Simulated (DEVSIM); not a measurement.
System: Ti/SiON/p-Si capacitor, at 400 K.

```tsv
layer (left to right)	material	thickness (nm)	Na (cm⁻³)
1	SiON	3.60	-
2	Si	9600	3.6e15
```

Metal gate on the left, work function 4.33 eV. Fixed charge at the semiconductor interface 7.2e11 cm⁻² (in units of +e); no interface traps.

This is a model device: material constants are rounded textbook-type values typed into the input, and sizes, dopings and lifetimes were drawn at random. Values at 300 K; Nc and Nv go as T^1.5, mobilities as T to minus their exponent, the gap by Varshni's rule with the affinity fixed.

```
parameter         SiON        Si
----------------  ----  --------
gap (eV)             7     1.124
affinity (eV)      1.4      4.05
permittivity       5.5      11.7
Nc (cm⁻³)            -   2.86e19
Nv (cm⁻³)            -    3.1e19
Varshni α (eV/K)     -  0.000473
Varshni β (K)        -       636
```

Simulated with DEVSIM: 1D Poisson equation in equilibrium, Boltzmann statistics, complete ionisation; no quantum confinement or tunnelling. Metal contacts follow the ideal Schottky-Mott rule: no Fermi-level pinning, no interface dipoles.

Question: Tabulate band edges, carrier densities and field at -0.2 V on the gate.

Answer: Energies count from the Fermi level of the right contact; mesh points crowd at the junctions.

| x (μm) | Ec (eV) | Ev (eV) | n (cm⁻³) | p (cm⁻³) | field (V/cm) |
|---|---|---|---|---|---|
| 0.000 | 3.130 | -3.870 | < 1e2 | < 1e2 | -200000 |
| 0.001151 | 3.107 | -3.893 | < 1e2 | < 1e2 | -200000 |
| 0.002477 | 3.081 | -3.919 | < 1e2 | < 1e2 | -200000 |
| 0.003600 | 0.409 | -0.687 | 3.1e14 | 1.1e11 | -92000 |
| 0.005990 | 0.414 | -0.682 | 2.7e14 | 1.2e11 | 19000 |
| 0.01045 | 0.422 | -0.674 | 2.1e14 | 1.5e11 | 19000 |
| 0.02113 | 0.442 | -0.654 | 1.2e14 | 2.7e11 | 18000 |
| 0.05963 | 0.508 | -0.589 | 1.8e13 | 1.8e12 | 16000 |
| 0.1314 | 0.607 | -0.489 | 9.8e11 | 3.3e13 | 12000 |
| 0.3034 | 0.736 | -0.360 | 2.3e10 | 1.4e15 | 3600 |
| 0.6814 | 0.769 | -0.328 | 9.0e9 | 3.6e15 | 41 |
| 2.080 | 0.769 | -0.327 | 9.0e9 | 3.6e15 | ≈ 0 |
| 4.804 | 0.769 | -0.327 | 9.0e9 | 3.6e15 | ≈ 0 |
| 7.547 | 0.769 | -0.327 | 9.0e9 | 3.6e15 | ≈ 0 |
| 8.909 | 0.769 | -0.327 | 9.0e9 | 3.6e15 | ≈ 0 |
| 9.307 | 0.769 | -0.327 | 9.0e9 | 3.6e15 | ≈ 0 |
| 9.477 | 0.769 | -0.327 | 9.0e9 | 3.6e15 | ≈ 0 |
| 9.548 | 0.769 | -0.327 | 9.0e9 | 3.6e15 | ≈ 0 |
| 9.586 | 0.769 | -0.327 | 9.0e9 | 3.6e15 | ≈ 0 |
| 9.597 | 0.769 | -0.327 | 9.0e9 | 3.6e15 | ≈ 0 |
| 9.601 | 0.769 | -0.327 | 9.0e9 | 3.6e15 | ≈ 0 |
| 9.604 | 0.769 | -0.327 | 9.0e9 | 3.6e15 | ≈ 0 |
